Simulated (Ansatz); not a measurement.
## GaSb (model structure, started from the beta GaS type, P6₃/mmc, No. 194, 8 atoms in the cell)

Method: PBEsol in Ansatz (plane waves, PAW).

Settings: plane-wave cutoff 500 eV, 12×12×4 k mesh (along the axes of the cell as run), Fermi–Dirac smearing 0.05 eV, scalar-relativistic PAW data made under PBE.

Cell (relaxed at this level):

GaSb has the hexagonal space group P6₃/mmc (No. 194), Pearson symbol hP8. Conventional cell: a = 4.3016 Å, b = 4.3016 Å, c = 13.8804 Å, α = 90.00°, β = 90.00°, γ = 120.00°. Ga on 4f is surrounded by 1 Ga at 2.514 Å and 3 Sb at 2.662 Å (tetrahedral). Sb on 4f is surrounded by 3 Ga at 2.662 Å (trigonal pyramidal). (Neighbours: up to the widest gap in distance over summed covalent radii, below 1.35, at either atom; cation-cation and far metal-metal contacts left out.)

| Property | Result |
|---|---|
| band gap | zero (no gap) |

Note: the relaxation could raise the start's symmetry but not lower it, so the cell can be a saddle point.

Spin–orbit coupling is not included.

The computed numbers hold no vibrational or temperature effects.

A model structure was made by putting elements into a prototype or built by hand; it is no filed structure, need not be a known phase, and can be a saddle point held by its symmetry.

Ansatz is an electronic-structure program.
